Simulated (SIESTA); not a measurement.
Band structure of Ta (Im-3m, 1 atom in the cell).

```
Ta
1.0
   -1.65000     1.65000     1.65000
    1.65000    -1.65000     1.65000
    1.65000     1.65000    -1.65000
Ta
1
Cartesian
  0.00000   0.00000   0.00000
```

Method: SIESTA with GGA PBE, numerical atomic orbitals TZP, PseudoDojo PBE standard norm-conserving potentials (rewritten from UPF to PSML).

Settings: XC.functional = GGA; XC.authors = PBE; potentials = PseudoDojo PBE standard; PAO.BasisSize = TZP; PAO.EnergyShift = 0.005 Ry; MeshCutoff = 400 Ry; kgrid.MonkhorstPack = 14 14 14; OccupationFunction = FD; ElectronicTemperature = 580.23 K; MaxSCFIterations = 150; SCF.Mixer.Method = Pulay; SCF.Mixer.Weight = 0.1; SCF.Mixer.History = 6; SCF.DM.Tolerance = 1.0E-05.

The starting cell has typed, rounded lattice constants, without a prior relaxation at this level. Spin-orbit coupling is off. Spin polarisation is off. Values carry the incompleteness of an atom-centred basis.

Levels in eV from the Fermi level, bands 3 to 8:
```csv
point,3,4,5,6,7,8
Γ,-33.13,-33.13,-7.92,0.70,0.70,0.70
H,-33.94,-33.94,-3.83,-3.83,6.79,6.79
N,-33.50,-33.12,-4.39,-1.57,1.69,3.88
P,-33.72,-33.72,-1.24,-1.24,-1.24,5.06
```

Bands cross the Fermi level along this path, so the cell is metallic at this level.

Higher empty bands are left out: an atom-centred basis made for the valence describes them poorly.
